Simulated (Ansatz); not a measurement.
We consider C (model structure, P-3m1, No. 164, 18 atoms in the cell), described by r²SCAN+rVV10 (PAW; Ansatz, an electronic-structure program).

Numerical settings: plane-wave cutoff 560 eV, 18×18×2 k mesh (along the axes of the cell as run), Fermi–Dirac smearing 0.01 eV, scalar-relativistic PAW data made under PBE.

Cell (relaxed at this level):

C has the trigonal space group P-3m1 (No. 164), Pearson symbol hP18. Lattice parameters: a = 2.509 Å, b = 2.509 Å, c = 18.604 Å, α = 90.00°, β = 90.00°, γ = 120.00°. C1 on 2c sees 4 C at 1.538 Å (tetrahedral). C2 on 2c has 4 C at 1.537–1.539 Å (tetrahedral). C3 on 2d has 4 C at 1.537 Å (tetrahedral). C4 on 2d sees 4 C at 1.538 Å (tetrahedral). C5 on 2d has 4 C at 1.538–1.562 Å (tetrahedral). C6 on 2d is coordinated by 4 C at 1.540–1.562 Å (tetrahedral). C7 on 2d sees 4 C at 1.538–1.564 Å (tetrahedral). C8 on 2d is coordinated by 4 C at 1.538–1.564 Å (tetrahedral). 1 further independent sites are not listed. (Neighbours: up to the widest gap in distance over summed covalent radii, below 1.35, at either atom.)

Predict the band gap and smallest direct gap on the k points sampled.


- band gap = 4.68 eV (indirect)
- smallest direct gap on the k points sampled = 5.59 eV

Note: the relaxation could raise the start's symmetry but not lower it, so the cell can be a saddle point.

The computed numbers hold no vibrational or temperature effects.

Cost on a shared machine: roughly 90 core-seconds.

A model structure was made by putting elements into a prototype or built by hand; it is no filed structure, need not be a known phase, and can be a saddle point held by its symmetry.
